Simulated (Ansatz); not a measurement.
# A computed series for Ti: element substitutions

The parent structure is Ti in the hcp (Mg type) structure (space group P6_3/mmc, No. 194).

```
Ti
1.0
    2.93914     0.00000     0.00000
   -1.46957     2.54537     0.00000
    0.00000     0.00000     4.65010
Ti
2
Cartesian
  0.00000   1.69691   3.48757
  1.46957   0.84846   1.16252
```

Each row replaces one element on all its sites; cell and atoms are relaxed.

All numbers come from plane-wave PAW DFT at the PBE level (Ansatz, an electronic-structure program, 420 eV), no SOC.

Candidates:
(a) Ti → Sc
(b) Ti → Hf
(c) Ti → Zr

Before the change:

The lattice parameter a comes out as 2.939 Å.

Order them by lattice parameter a, highest first.

(a) Ti → Sc (3.319 Å), (c) Ti → Zr (3.231 Å), (b) Ti → Hf (3.204 Å)

No phonon test of stability was made. All final runs are without spin polarisation.
